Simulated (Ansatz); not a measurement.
**Si in the diamond structure (space group Fd-3m, No. 227)**

Si is taken in the cubic space group Fd-3m, origin choice 1 (No. 227), the diamond structure, Pearson symbol cF8. Conventional cell: a = b = c = 5.470 Å, α = β = γ = 90.00°. Si on 8b is coordinated by 4 Si at 2.369 Å (tetrahedral). (Neighbours: up to the widest gap in distance over summed covalent radii, below 1.35, at either atom.)
(The calculation used a cell of 2 atoms; values per cell refer to that cell.)

Level of theory: PBE/PAW in Ansatz (a first-principles code), without spin-orbit coupling. Settings: 10×10×10 k-points, 0.05 eV Fermi–Dirac smearing.

* **Volume per atom**: 20.46 Å³
* **Density**: 2.28 g/cm³
* **Band gap**: 0.61 eV, indirect, Γ → Γ–X (87 % along)
* **Electron mass**: 0.94 mₑ along k, 0.20 mₑ across
* **Hole mass (degenerate bands, along [100])**: 0.16, 0.27, 0.27 mₑ
* **Lowest conduction-band minima above the VBM**: a point along ⟨100⟩, about 1.0 Å⁻¹ from Γ 0.61 eV; L along ⟨111⟩ 1.46 eV
* **Total energy**: -635.810 eV/atom (σ→0; compares only within this code and set-up)

Masses are band curvatures over ±0.01 Å⁻¹ around the edge. Along k means along the line from Γ to the band edge. No phonon test of stability was made.
